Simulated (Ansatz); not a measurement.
**CdS under load (space group P6_3mc): band-edge transport data**

Data:

```
CELL_PARAMETERS angstrom
      4.19521     0.00000     0.00000
     -2.09760     3.63316     0.00000
      0.00000     0.00000     6.59935
ATOMIC_POSITIONS crystal
  Cd 0.33333 0.66667 0.99527
  Cd 0.66667 0.33333 0.49527
  S  0.33333 0.66667 0.37973
  S  0.66667 0.33333 0.87973
```

Method: PBE with spin-orbit coupling, rigid bands (plane waves, PAW; Ansatz, a quantum-chemistry and plane-wave program). Condition of this run: biaxial stress in the c plane of -1.6 GPa (compression positive) (the target of the relaxation). How the cell was made: cell and atoms relaxed with PBEsol, then loaded as said.

| Item | Value |
|---|---|
| band gap | 1.19 eV |
| electron conductivity mass (300 K, dilute) | 0.145 (x), 0.145 (y), 0.141 (z) mₑ |
| hole conductivity mass (300 K, dilute) | 1.55 (x), 1.55 (y), 0.72 (z) mₑ |
| effective density of states N_c (300 K) | 1.3e18 cm⁻³ |
| effective density of states N_v (300 K) | 3.2e19 cm⁻³ |
| density-of-states mass, electrons | 0.138 mₑ |
| density-of-states mass, holes | 1.19 mₑ |
| Seebeck coefficient, n-type 1e19 cm⁻³, 300 K | -87 μV/K |
| best n-type power factor at 300 K for τ = 10 fs (best axis; densities from 1e16 to 1e21 cm⁻³ tried, whether or not they can be reached) | 1.44 μW/(cm·K²) at 3e18 cm⁻³ |
| Seebeck coefficient, p-type 1e19 cm⁻³, 300 K | 360 μV/K |
| best p-type power factor at 300 K for τ = 10 fs (best axis; densities from 1e16 to 1e21 cm⁻³ tried, whether or not they can be reached) | 10.9 μW/(cm·K²) at 3e20 cm⁻³ |

Rigid bands; masses and Seebeck coefficients take one relaxation time τ for all states and one kind of carrier; polarons and phonon drag are left out. Geometry: cell and atoms relaxed with PBEsol.
